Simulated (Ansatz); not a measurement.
For PtSe2 (model structure, from the 3R-MoS2 type, R3m, No. 160), PBE (PAW; Ansatz, a quantum-chemistry and plane-wave program) gives:

| Item | Value |
|---|---|
| lattice parameter a | 3.691 Å |
| c axis length | 16.670 Å |

**Question.** What does PBE-D3(BJ) (plane waves, PAW; Ansatz) give for the same quantities?

**Answer.** 
- lattice constant a: 3.628 Å (drops by 1.7 %)
- lattice parameter c: 15.772 Å (falls by 5.4 %)

Changes are worked out from the printed values.

Unless a cell is named, each level is at its own relaxed cell (PBE 21.85, PBE-D3(BJ) 19.98 Å³/atom).

Levels without +SOC leave out spin–orbit coupling, which shifts energies and cells of such heavy elements.

Ansatz's density-functional and Hartree–Fock values are scalar-relativistic unless marked +SOC, with PAW data made under PBE.

A model structure was made by putting elements into a prototype or built by hand; it is no filed structure, need not be a known phase, and can be a saddle point held by its symmetry.
